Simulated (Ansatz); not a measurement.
## Si: biaxial strain −2.08 %, plane normal [111], relaxed out of plane

Base system: Si in the diamond structure (space group Fd-3m, No. 227; a = 5.434 Å). Axes: x, y, z lie along the cube axes.

One thing is altered: compressive biaxial strain of 2.08 % in the plane normal to [111], as in epitaxy on a mismatched substrate; the out-of-plane cell vector and the atoms relax.

Level of theory: PBEsol in Ansatz (plane waves to 420 eV, PAW, no SOC). k-mesh 11×11×11 (Γ-centred); smearing 0.05 eV (Fermi–Dirac).

The space group becomes R-3m (No. 166) (base: Fd-3m (No. 227)) and the energy goes up by 12 meV/atom. The pressure (mean of the normal stresses, compression positive) increases by 3.17 GPa to 3.16 GPa and the band gap shrinks by 0.22 eV (0.47 eV → 0.25 eV). The gap character amounts to indirect, Γ → F–Γ (13 % along) and the valence-band top at Γ (three highest levels, from the VBM) changes from 0.00, 0.00, 0.00 eV to 0.00, 0.00, -0.33 eV. The valley order (the lowest conduction-band minima on the path, energy above the VBM, named in the base's zone) goes from a point along ⟨100⟩, about 1.0 Å⁻¹ from Γ 0.47 eV; L along ⟨111⟩ 1.46 eV to a point along [010], about 1.0 Å⁻¹ from Γ 0.25 eV; L along [1-1-1] 1.34 eV and the out-of-plane strain comes out as +1.03 %. The ratio −ε⊥/ε∥ comes out as 0.49 and the mean in-plane stress (compression positive) amounts to +4.7 GPa.

Final structure (turned so that z lies along the plane normal):

```
Si
1.0
    3.76233     0.00000     0.00000
    1.88117     3.25827     0.00000
    1.88117    -1.08609     3.16936
Si
2
Direct
  0.99706   0.00147   0.00440
  0.50294   0.24853   0.74560
```

Whether these cells are dynamically stable was not tested. The zero or small gap of Si under biaxial strain −2.08 %, plane normal [111], relaxed out of plane can change with the level of theory. k-point labels follow each cell's own Brillouin zone.

Ansatz is a first-principles code.
